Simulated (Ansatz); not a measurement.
Band structure of CsBS2 (Immm, 8 atoms in the cell).

```xyz
8
Lattice="-2.3051 3.1286 9.0222 2.3051 -3.1286 9.0222 2.3051 3.1286 -9.0222" Properties=species:S:1:pos:R:3 pbc="T T T"
Cs     2.3051     0.0000     6.4767
Cs     0.0000     3.1286     2.5455
B      0.0000     3.1286     7.8038
B      2.3051     0.0000     1.2184
S      0.0000     3.1286     6.0510
S      2.3051     0.0000     2.9712
S      0.0000     1.6900     9.0222
S      2.3051     1.4386     0.0000
```

Method: PBEsol, PAW files made with PBE (plane waves; Ansatz, a program for electronic structure).

Settings: kpoints.mp_grid.grid = 4 4 4; hamiltonian.xc = pbesol; hamiltonian.pseudopotentials = {kind: paw} (the program's default PAW files); scf.occupations.method = fermi_dirac; scf.occupations.width = 0.02 eV; kpoints.band_path.npoints = 8.

The starting cell comes from a database of computed structures (which also holds hypothetical and non-ambient phases and stackings), without a prior relaxation at this level. Its lattice was rescaled by a random factor within 2.5 % of one.

Q: Predict the gap along the standard path and the places of the band edges.

A: The gap along the path is 2.63 eV, from Z to W; the smallest direct gap on it is 2.78 eV. Another conduction valley lies within 0.1 eV, so the order of the valleys is not sure.

Levels in eV from the top of the valence band on the path, bands 21 to 28:
```csv
point,21,22,23,24,25,26,27,28
Γ,-0.65,-0.31,-0.26,-0.16,2.83,3.30,3.41,4.05
X,-1.09,-0.94,-0.38,-0.19,2.83,3.15,3.51,5.33
L,-1.39,-0.84,-0.58,-0.17,2.68,3.97,4.23,4.88
T,-1.41,-0.84,-0.57,-0.18,2.67,4.00,4.26,4.91
W,-1.39,-0.83,-0.59,-0.15,2.63,4.08,4.26,4.97
R,-1.09,-0.94,-0.38,-0.20,2.83,3.07,3.57,5.38
X1,-1.09,-0.94,-0.38,-0.19,2.83,3.15,3.51,5.33
Z,-0.65,-0.40,-0.25,0.00,2.96,3.53,3.88,4.09
Y,-0.97,-0.93,-0.31,-0.26,3.48,3.95,4.48,4.52
S,-0.97,-0.93,-0.31,-0.29,3.46,3.96,4.44,4.57
```

Keys are those of Ansatz 0.2.
